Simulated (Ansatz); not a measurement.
**Amorphous Ga$_{24}$O$_{38}$Sn**

The cell was made by melting and quenching with the CHGNet potential and then relaxed with DFT. O atoms were pushed apart under 1.9 Å during the dynamics, to hinder bonds among them. The hot cell started wider than the set density and was brought back towards it in steps. It is the lowest in DFT energy of 2 quenches. It is a model cell: composition and starting density were chosen by hand, and all elements were melted together. No dispersion term was used.

Methods: PBE, scalar-relativistic without spin-orbit coupling (Ansatz, a program for electronic structure); r2SCAN, scalar-relativistic without spin-orbit coupling (Ansatz); HSE06, scalar-relativistic without spin-orbit coupling (Ansatz). Geometry, pressure, stress and energy are those of the PBE run. Its sampling: a 2×2×2 Γ-centred mesh; Fermi-Dirac width 0.02 eV; no spin polarisation. Other functionals are single points at the zone centre (r2SCAN at 500 eV; exact exchange cut at the cell's faces), free to take moments where seeds were set. At PBE the levels at the filled edge of the gap are localised (band-tail or defect states), and the nearest spread-out levels lie 1.9 eV apart at the zone centre.

```json
{
 "number_of_atoms_in_the_cell": "63",
 "Density (held, not predicted)": "5.06 g/cm^3",
 "volume_per_atom": "12.51 Å³",
 "Pressure on a 2×2×2 Γ-centred mesh": "1.90 GPa",
 "Largest force and stress component on that mesh (the relaxation ran on the zone centre alone)": "0.07 eV/Å and 2.0 GPa",
 "Energy relative to beta Ga2O3 + rutile SnO2 (lowest mix at this level among the phases computed, not always the ambient ones)": "0.132 eV/atom",
 "Level gap on a 2×2×2 Γ-centred mesh (PBE)": "1.33 eV",
 "Level gap at the zone centre (PBE)": "1.31 eV",
 "Level gap at the zone centre (r2SCAN)": "1.84 eV",
 "Level gap at the zone centre (HSE06)": "3.02 eV"
}
```

Neighbours within Ga-Ga 2.68 Å, Ga-O 2.30 Å, Ga-Sn 2.87 Å, O-O 1.58 Å, O-Sn 2.46 Å, Sn-Sn 3.06 Å count as bonded. Two cations that share two anions don't count as bonded, nor two that share one unless they lie closer than Ga-Ga 2.61 Å, Ga-Sn 2.79 Å, Sn-Sn 2.97 Å.

Mean coordination of Ga by anions: 4.54 (12 with 4, 11 with 5, 1 with 6)
Mean coordination of O: 3.00 (2 with 2, 34 with 3, 2 with 4)
Mean coordination of Sn by anions: 5.00 (1 with 5)
Mean Ga-O bond: 1.926 Å (spread 0.079 Å, 109 counted)
Mean O-Sn bond: 2.041 Å (spread 0.027 Å, 5 counted)

Its density started from a set value of 5.06 g/cm³. The quench (nominally 220 K/ps over its main leg) was far faster than any real one, so the model tends to hold more defects than a real film. Values belong to this one cell and scatter from quench to quench. The volume was held where the preparation left it and the shape relaxed, at a PBE pressure of 1.9 GPa. Stress components on the final sampling reach 2.0 GPa.
